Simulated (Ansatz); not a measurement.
The (010) surface of MnP-type NiSi in its 1x1 cell (cut with top plane 2 Ni + 2 Si, bottom plane 2 Ni + 2 Si), outermost plane spacing 1.68 Å in the ideal cut

Computed with r2SCAN, at the PBE geometry (plane waves to 500 eV, PAW; Ansatz, an electronic-structure program).

Model: 28-atom slab, Ni14Si14, 10.1 Å thick at the start (thin: gaps and levels are the slab's own), 7x7x1 mesh, Fermi-Dirac 0.1 eV, dipole correction, single point; on the structure that PBE left under its start's symmetry; no spin (magnetic order not tried), no spin-orbit, no U.

```
Quantity                                                              Value
-----------------------------------  --------------------------------------
surface energy (mean of both faces)                               1.99 J/m²
work function of the top face                                       4.82 eV
cost                                 about 11 core-minutes (a rough figure)
```
